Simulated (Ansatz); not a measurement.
AlSi₃C₃N (model structure, P3m1, No. 156, 8 atoms in the cell) was calculated with r²SCAN (plane waves, PAW; Ansatz, a quantum-chemistry and plane-wave program).

Input:

Ansatz 0.2 input:
```yaml
crystal:
  lattice:
    - [3.1277055892, -0.0000002927, 0.0]
    - [-1.5638525411, 2.7086726421, 0.0]
    - [0.0, 0.0, 10.1228421416]
  atoms:
    - { symbol: Al, position: [0.3333333333, 0.6666666667, -0.0153198193] }
    - { symbol: N, position: [0.3333333333, 0.6666666667, 0.1979317755] }
    - { symbol: Si, position: [0.6666666667, 0.3333333333, 0.2529644723] }
    - { symbol: C, position: [0.6666666667, 0.3333333333, 0.4354305785] }
    - { symbol: Si, position: [0.3333333333, 0.6666666667, 0.5040233566] }
    - { symbol: C, position: [0.3333333333, 0.6666666667, 0.6870908595] }
    - { symbol: Si, position: [0.6666666667, 0.3333333333, 0.7561135447] }
    - { symbol: C, position: [0.6666666667, 0.3333333333, 0.9362492322] }
basis:
  ecutwfc: 560
  ecutrho_ratio: 4
  xc_grid: 3
kpoints:
  mp_grid: { grid: [24, 24, 6] }
hamiltonian:
  xc: r2scan
  dispersion: none
  pseudopotentials: { kind: paw }
scf:
  occupations: { method: fermi_dirac, width: 0.05 }
output:
  forces: true
  stress: true
  eigenvalues: true
relax:
  f_tol: 0.004
  escape_saddle: false
  max_steps: 80
  cell: { stress_tol: 0.02, fix: [volume] }
```

Output (set-up and result lines):

```
Relaxation: its limit of steps is 80 (relax.max_steps)
Crystal: 8 atoms, lattice volume = 85.760 Å³
Basis set: ecut = 560 eV, 2547 PW (Γ), exchange–correlation on 75×75×240 points (27 copies of the dense FFT grid, shifted against one another)
Bands: 24, of which v1, the nominal top of the filled ones, is band 16 counted from 1 (15 counted from 0)
Symmetry: 6 space group operations
Space group: P3m1 (ITA 156), of the structure as read, at distance tolerance 4.4e-5 Å
k-points: 340 of 3456 (time reversal used)
Functional: x = r2scan, c = r2scan; τ floored in thin density (d = 2e-4 eV/Å³)
SCF iter   1: F=—  HF=-3599.753417 eV  |F-HF|=—  |Δ(HF+E_count)|=         —  Δρ=1.12e-2  dr2=5.48e-1  dr2_τ=7.25e-1
SCF iter   2: F=—  HF=-3600.320618 eV  |F-HF|=—  |Δ(HF+E_count)|=   5.67e-1  Δρ=3.14e-2  dr2=6.89e0  dr2_τ=8.27e-2
  ...
SCF 1 converged in 14 iterations: F = -3599.824677 eV  dr2 = 9.11e-9
Crystal: 8 atoms, lattice volume = 85.760 Å³
Basis set: ecut = 560 eV, 2559 PW (Γ), exchange–correlation on 75×75×240 points (27 copies of the dense FFT grid, shifted against one another)
Initial density: handed on by an earlier stage of this run
  ...
SCF 4 converged in 6 iterations: F = -3599.826681 eV  dr2 = 1.31e-8
Crystal: 8 atoms, lattice volume = 85.760 Å³
SCF 5 converged in 7 iterations: F = -3599.826690 eV  dr2 = 9.07e-10
Crystal: 8 atoms, lattice volume = 85.760 Å³
SCF 6 converged in 5 iterations: F = -3599.826696 eV  dr2 = 1.11e-8
Crystal: 8 atoms, lattice volume = 85.760 Å³
SCF iter   6: F=—  HF=-3599.826695 eV  |F-HF|=—  |Δ(HF+E_count)|=  1.25e-10  Δρ=3.08e-7  dr2=2.81e-11  dr2_τ=3.66e-12
SCF iter   7: F=-3599.826695 eV  HF=-3599.826695 eV  |F-HF|=1.36e-12  |Δ(HF+E_count)|=  3.87e-11  Δρ=9.57e-8  dr2=3.87e-12  dr2_τ=5.37e-13
SCF 7 converged in 7 iterations: F = -3599.826695 eV  dr2 = 3.87e-12
SCF converged after 7 iterations
Free energy (F): -3599.826695 eV
Internal energy: -3599.820342 eV  (E = F + TS)
E sigma→0 (E₀):  -3599.823518 eV
Fermi energy:    10.308644 eV
--- Forces (eV/Å), atoms counted from 1 ---
  atom   1  Al    -0.00000000     0.00000000    -0.00040253
  atom   2  N     -0.00000000     0.00000000    -0.00042218
  atom   3  Si     0.00000000    -0.00000000     0.00033126
  atom   4  C      0.00000000    -0.00000000    -0.00067539
  atom   5  Si    -0.00000000     0.00000000     0.00009000
  atom   6  C     -0.00000000     0.00000000    -0.00012208
  atom   7  Si     0.00000000    -0.00000000     0.00020638
  atom   8  C     -0.00000000     0.00000000    -0.00005250
--- Stress (GPa, compression-positive) ---
       -3.615643       0.000000      -0.000000
        0.000000      -3.615643      -0.000000
       -0.000000      -0.000000      -3.620908
  P = ⅓ Tr σ = -3.6174 GPa (-36.174 kbar)
```

The cell is one volume of an energy–volume scan, off the minimum.

The PAW data were made under PBE.

Note: the relaxation could raise the start's symmetry but not lower it, so the cell can be a saddle point.

The result took around 23 core-minutes (rough).

A model structure was made by putting elements into a prototype or built by hand; it is no filed structure, need not be a known phase, and can be a saddle point held by its symmetry.
